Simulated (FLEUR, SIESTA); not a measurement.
A SIESTA input for a self-consistent single point of GaNi (Pm-3m, 2 atoms in the cell) (DFT, GGA PBEsol, numerical atomic orbitals DZP, PseudoDojo PBEsol standard norm-conserving potentials (rewritten from UPF to PSML)):

```
# files in the folder: Ga.psml Ni.psml (PseudoDojo PBEsol standard)
SystemName  GaNi
SystemLabel gani

NumberOfAtoms                2
NumberOfSpecies              2
%block ChemicalSpeciesLabel
  1 31 Ga
  2 28 Ni
%endblock ChemicalSpeciesLabel
LatticeConstant              1.0 Ang
%block LatticeVectors
     2.825386000    0.000000000    0.000000000
     0.000000000    2.825386000    0.000000000
     0.000000000    0.000000000    2.825386000
%endblock LatticeVectors
AtomicCoordinatesFormat      Ang
%block AtomicCoordinatesAndAtomicSpecies
     0.000000000    0.000000000    0.000000000  1
     1.412693000    1.412693000    1.412693000  2
%endblock AtomicCoordinatesAndAtomicSpecies

XC.functional                GGA
XC.authors                   PBEsol
PAO.BasisSize                DZP
PAO.EnergyShift              0.01 Ry
MeshCutoff                   400 Ry
%block kgrid.MonkhorstPack
    9   0   0  0.0
    0   9   0  0.0
    0   0   9  0.0
%endblock kgrid.MonkhorstPack
OccupationFunction           MP
OccupationMPOrder            0
ElectronicTemperature        136.0 meV

MaxSCFIterations             150
SCF.Mixer.Method             Broyden
SCF.Mixer.Weight             0.25
SCF.Mixer.History            8
SCF.DM.Tolerance             1.0E-05
Diag.ParallelOverK           true
WriteForces                  true
```

**Question.** Write the same calculation as an input for FLEUR.

**Answer.** This is the input that was run; spellings and numerical settings could be chosen otherwise.

Input of the input generator:

```
GaNi crystal
&input film=f /
5.3392057364 0.0000000000 0.0000000000
0.0000000000 5.3392057364 0.0000000000
0.0000000000 0.0000000000 5.3392057364
1.0
1.0 1.0 1.0

2
31 0.0000000000 0.0000000000 0.0000000000
28 0.5000000000 0.5000000000 0.5000000000

&comp jspins=1 /
&exco xctyp='PBEs' /
&kpt div1=9 div2=9 div3=9 /
&end /
```

```xml
<?xml version="1.0" encoding="UTF-8" standalone="no"?>
<fleurInput fleurInputVersion="0.39">
   <comment>
      GaNi crystal                                                                                        
   </comment>
   <calculationSetup>
      <cutoffs Kmax="3.6" Gmax="12.6" GmaxXC="12.6" numbands="0"/>
      <scfLoop itmax="60" minDistance="0.00001" maxIterBroyd="25" imix="Anderson" alpha="0.05" precondParam="0.0" spinf="2.0"/>
      <coreElectrons ctail="T" frcor="F" kcrel="0" coretail_lmax="0"/>
      <xcFunctional name="PBEs" relativisticCorrections="F"/>
      <magnetism jspins="1"/>
      <soc l_soc="F" theta="0.0" phi="0.0" spav="F"/>
      <expertModes spex="0" secvar="F"/>
      <geometryOptimization l_f="T" forcealpha="1.0" forcemix="BFGS" epsdisp="0.00001" epsforce="0.00001"/>
      <ldaU l_linMix="F" mixParam="0.05" spinf="1.0"/>
   </calculationSetup>
   <cell>
      <bzIntegration valenceElectrons="29.0" mode="gauss" fermiSmearingEnergy="0.00499791">
         <kPointListSelection listName="default-1"/>
         <!-- k-points included here -->
         <xi:include xmlns:xi="http://www.w3.org/2001/XInclude" href="kpts.xml"> </xi:include>
      </bzIntegration>
      <!-- symmetry operations included here -->
      <xi:include xmlns:xi="http://www.w3.org/2001/XInclude" href="sym.xml"> </xi:include>
      <bulkLattice scale="1.0">
         <bravaisMatrix>
            <row-1>    5.3392057364000003     0.0000000000000000     0.0000000000000000</row-1>
            <row-2>    0.0000000000000000     5.3392057364000003     0.0000000000000000</row-2>
            <row-3>    0.0000000000000000     0.0000000000000000     5.3392057364000003</row-3>
         </bravaisMatrix>
      </bulkLattice>
   </cell>
   <atomSpecies>
      <species name="Gallium (Ga)" element="Ga" atomicNumber="31">
         <mtSphere radius="2.20" gridPoints="761" logIncrement="0.016"/>
         <atomicCutoffs lmax="8" lnonsphr="6"/>
         <electronConfig flipSpins="F">
            <coreConfig>(1s1/2) (2s1/2) (2p1/2) (2p3/2) (3s1/2) (3p1/2) (3p3/2)</coreConfig>
            <valenceConfig>(4s1/2) (3d3/2) (3d5/2) (4p1/2) (4p3/2)</valenceConfig>
            <stateOccupation state="(4p1/2)" spinUp="0.1666666666667" spinDown="0.1666666666667"/>
            <stateOccupation state="(4p3/2)" spinUp="0.3333333333333" spinDown="0.3333333333333"/>
         </electronConfig>
         <energyParameters s="4" p="4" d="3" f="4"/>
         <lo type="HELO" l="2" n="4" eDeriv="0"/>
      </species>
      <species name="Nickel (Ni)" element="Ni" atomicNumber="28">
         <mtSphere radius="2.20" gridPoints="761" logIncrement="0.016"/>
         <atomicCutoffs lmax="8" lnonsphr="6"/>
         <electronConfig flipSpins="F">
            <coreConfig>(1s1/2) (2s1/2) (2p1/2) (2p3/2) (3s1/2)</coreConfig>
            <valenceConfig>(3p1/2) (3p3/2) (4s1/2) (3d3/2) (3d5/2)</valenceConfig>
            <stateOccupation state="(3d3/2)" spinUp="1.6" spinDown="1.6"/>
            <stateOccupation state="(3d5/2)" spinUp="2.4" spinDown="2.4"/>
         </electronConfig>
         <energyParameters s="4" p="4" d="3" f="4"/>
         <lo type="SCLO" l="1" n="3" eDeriv="0"/>
      </species>
   </atomSpecies>
   <atomGroups>
      <atomGroup species="Gallium (Ga)">
         <relPos label="                   1">.0000000000 .0000000000 .0000000000</relPos>
         <force calculate="T" relaxXYZ="TTT"/>
      </atomGroup>
      <atomGroup species="Nickel (Ni)">
         <relPos label="                   2">1.000/2.000 1.000/2.000 1.000/2.000</relPos>
         <force calculate="T" relaxXYZ="TTT"/>
      </atomGroup>
   </atomGroups>
   <output dos="F" band="F" slice="F">
      <checks vchk="F" cdinf="F"/>
      <bandDOS minEnergy="-.5*Htr" maxEnergy="0.5*Htr" sigma="0.015" storeEVData="T"/>
      <vacuumDOS vacdos="F" integ="F" star="F" nstars="0" locx1="0.0" locy1="0.0" locx2="0.0" locy2="0.0" nstm="0" tworkf="0.0"/>
      <unfoldingBand unfoldBand="F" supercellX="1" supercellY="1" supercellZ="1"/>
      <plotting iplot="0" polar="F">
         <plot TwoD="T" vec1="  1.0  0.0  0.0" vec2="  0.0  1.0  0.0" vec3="  0.0  0.0  1.0" zero="  0.0  0.0  0.0" file="plot"/>
      </plotting>
      <chargeDensitySlicing numkpt="0" minEigenval="0.0" maxEigenval="0.0" nnne="0" pallst="F"/>
      <specialOutput eonly="F"/>
      <magneticCircularDichroism mcd="F" energyLo="-10.0" energyUp="0.0"/>
   </output>
  <!-- We include the file relax.xml here to enable relaxations (see documentation) -->
  <xi:include xmlns:xi="http://www.w3.org/2001/XInclude" href="relax.xml"> <xi:fallback/> </xi:include>
</fleurInput>
```

Basis, cutoffs, solver keys and any potentials are the target program's own. This input uses DFT, PBEsol, all-electron FLAPW (FLEUR), scalar-relativistic valence.

The starting cell comes from a database of computed structures (which also holds hypothetical and non-ambient phases and stackings), without a prior relaxation at this level. Its lattice was rescaled by a random factor within 2.5 % of one. For this run, on top of that: lattice scaled by 0.98.
